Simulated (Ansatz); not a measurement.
NbSi (model structure, started from the WC type, P-6m2, No. 187, 2 atoms in the cell): properties by level of theory

```tsv
level (code)	equilibrium lattice constant a (Å)	lattice parameter c (Å)
PBE (Ansatz)	3.039	4.053
PBEsol (Ansatz)	3.000	4.044
PBE-D3(BJ) (Ansatz)	2.987	4.042
```

Ansatz's density-functional and Hartree–Fock values are scalar-relativistic unless marked +SOC, with PAW data made under PBE.

A model structure was made by putting elements into a prototype or built by hand; it is no filed structure, need not be a known phase, and can be a saddle point held by its symmetry.

Ansatz is a first-principles code.
